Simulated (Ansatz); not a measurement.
Amorphous Al₂₈O₄₄Hf, 73 atoms at 3.42 g/cm³, one PBE-relaxed geometry, zone centre. Methods: PBE, scalar-relativistic without spin-orbit coupling (Ansatz, a quantum-chemistry and plane-wave program); r2SCAN, scalar-relativistic without spin-orbit coupling (Ansatz); HSE06, scalar-relativistic without spin-orbit coupling (Ansatz). Plane waves to 420 eV (r2SCAN 500 eV); exact exchange is cut at the cell's faces. All rungs ran without spin polarisation.

Preparation: random packing, a CHGNet melt and quench, and a DFT relaxation. O atoms were pushed apart under 1.9 Å during the dynamics, to hinder bonds among them. The hot cell started wider than the set density and was brought back towards it in steps. It is the lowest in DFT energy of 2 quenches. It is a model cell: composition and starting density were chosen by hand, and all elements were melted together. No dispersion term was used. Its density started from a set value of 3.39 and ended at 3.42 g/cm³. The quench (nominally 410 K/ps over its main leg) was far faster than any real one, so the model tends to hold more defects than a real film. One small periodic cell is one sample of the glass; other quenches scatter about these values. Volume and shape were free in the relaxation.

The relaxation ran on the zone centre alone. At PBE the gap is 3.69 eV on a 2×2×2 Γ-centred mesh, and the spacing at the zone centre alone 3.71 eV.

Problem. What zone-centre spacing does r2SCAN give, roughly?

Solution. 4.36 eV (+0.65 eV against PBE).

Problem. What zone-centre spacing does HSE06 give, roughly?

Solution. 5.44 eV (+1.73 eV against PBE).

The highest filled and the lowest empty state spread over these numbers of atoms (participation numbers): PBE: 17.2 and 62.5; r2SCAN: 10.8 and 60.1; HSE06: 8.2 and 61.9.
